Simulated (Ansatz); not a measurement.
Base system: Hf in the hcp (Mg type) structure (space group P6_3/mmc, No. 194; a = 3.1174 Å, c = 4.9501 Å; relaxed with 0.1 eV smearing). Axes: x lies along a and z along c of the hexagonal cell.

Calculations: DFT with LDA, PAW potentials and a 420 eV plane-wave cutoff in Ansatz (a first-principles code), scalar-relativistic without spin-orbit coupling.

Strains are applied to the cell and any free atomic positions relax; under biaxial strain the out-of-plane vector relaxes too.

One change was made to it. Results:

| quantity | base | after |
|---|---|---|
| pressure (mean of the normal stresses, compression positive) | 0.0 GPa | -0.7 GPa |
| shortest interatomic distance | 306.0 pm | 305.8 pm |

Task: Name the change that was made.
A) biaxial strain +2.50 %, plane normal [001], relaxed out of plane
B) biaxial strain −2.50 %, plane normal [001], relaxed out of plane
C) biaxial strain +0.50 %, plane normal [001], relaxed out of plane
D) biaxial strain −2.00 %, plane normal [001], relaxed out of plane

Result: C, biaxial strain +0.50 %, plane normal [001], relaxed out of plane. For comparison, the pressure in the other runs: biaxial strain −2.50 %, plane normal [001], relaxed out of plane gives 3.6 GPa; biaxial strain −2.00 %, plane normal [001], relaxed out of plane gives 2.9 GPa; biaxial strain +2.50 %, plane normal [001], relaxed out of plane gives -3.3 GPa.

Whether these cells are dynamically stable was not tested. The final runs are not spin-polarised.
